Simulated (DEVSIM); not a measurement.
Structure: Schottky contact on n-type GaN, at 300 K.

```
layer (left to right)  material  thickness (μm)  Nd (cm⁻³)  τn (s)  τp (s)
---------------------  --------  --------------  ---------  ------  ------
1                           GaN            3.40     1.6e17  2.2e-8  2.2e-8
```

Left contact: Schottky, work function 5.07 eV, emission velocity 2.8e6 cm/s. Right contact: ohmic. Voltage is applied to the left contact. Recombination: SRH at mid-gap. Mobility is μmin + (μ − μmin)/(1 + (N/Nref)^α).

Constants are typed, rounded textbook-type inputs, not results; the design itself was drawn at random and stands for no fabricated device. Values at 300 K; Nc and Nv go as T^1.5, mobilities as T to minus their exponent, the gap by Varshni's rule with the affinity fixed. The table also holds parameters that only a changed run uses.

| parameter | GaN |
|---|---|
| gap (eV) | 3.43 |
| affinity (eV) | 4.1 |
| permittivity | 9.5 |
| Nc (cm⁻³) | 2.3e18 |
| Nv (cm⁻³) | 4.6e19 |
| μn (cm²/Vs) | 1200 |
| μp (cm²/Vs) | 100 |
| μn,min | 55 |
| μp,min | 3 |
| Nref,n | 2e17 |
| Nref,p | 3e17 |
| αn | 1 |
| αp | 2 |
| T exponent of μn | 1.5 |
| T exponent of μp | 2 |
| Cn (cm⁶/s) | 1e-30 |
| Cp (cm⁶/s) | 1e-30 |
| Varshni α (eV/K) | 0.00091 |
| Varshni β (K) | 830 |

DEVSIM, 1D drift-diffusion, Boltzmann statistics, complete ionisation; no tunnelling, impact ionisation, image-force lowering or self-heating. Metal contacts follow the ideal Schottky-Mott rule: no Fermi-level pinning, no interface dipoles.

Base results: dark forward voltage at 1 A/cm² (V) 0.613; dark forward voltage at 100 A/cm² (V) 0.735; largest field in the device at zero bias (V/cm) 230000; potential step across the device at zero bias (V) 0.901.

What follows from this one change: temperature 300 → 500 K?

dark forward voltage at 1 A/cm² 0.613 → 0.343 V; dark forward voltage at 100 A/cm² 0.735 → 0.546 V; largest field in the device at zero bias little changed (220000 V/cm); potential step across the device at zero bias 0.901 → 0.822 V.

What follows from this one change: metal work function 5.07 → 5.22 eV?

dark forward voltage at 1 A/cm² 0.613 → 0.763 V; dark forward voltage at 100 A/cm² 0.735 → 0.885 V; largest field in the device at zero bias 230000 → 250000 V/cm; potential step across the device at zero bias 0.901 → 1.051 V.
